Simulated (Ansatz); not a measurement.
GeS (model structure, started from the NiAs type, P6₃/mmc, No. 194, 4 atoms in the cell) was calculated with PBEsol (PAW; Ansatz, a program for electronic structure).

Run with plane-wave cutoff 520 eV, 18×18×10 k mesh (along the axes of the cell as run), Fermi–Dirac smearing 0.05 eV, scalar-relativistic PAW data made under PBE.

Cell (relaxed at this level):

```cif
data_Ge2S2
_chemical_formula_sum 'Ge2 S2'
_space_group_name_H-M_alt 'P63/mmc'
_space_group_IT_number 194
_space_group_name_Hall '-P 6c 2c'
_cell_length_a 3.66421
_cell_length_b 3.66421
_cell_length_c 6.68977
_cell_angle_alpha 90.000
_cell_angle_beta 90.000
_cell_angle_gamma 120.000
loop_
_atom_site_label
_atom_site_type_symbol
_atom_site_symmetry_multiplicity
_atom_site_Wyckoff_symbol
_atom_site_fract_x
_atom_site_fract_y
_atom_site_fract_z
_atom_site_occupancy
Ge1 Ge 2 a 0.00000 0.00000 0.00000 1
S1 S 2 c 0.33333 0.66667 0.25000 1
```

Q: What does this level give for the bulk modulus?

A: 
- bulk modulus: 57.9 GPa

The run finds no gap.

Note: the bulk modulus is −V dP/dV from two relaxed cells at ±2 % in volume; the relaxation could raise the start's symmetry but not lower it, so the cell can be a saddle point.

The computed numbers hold no vibrational or temperature effects.

A model structure was made by putting elements into a prototype or built by hand; it is no filed structure, need not be a known phase, and can be a saddle point held by its symmetry.
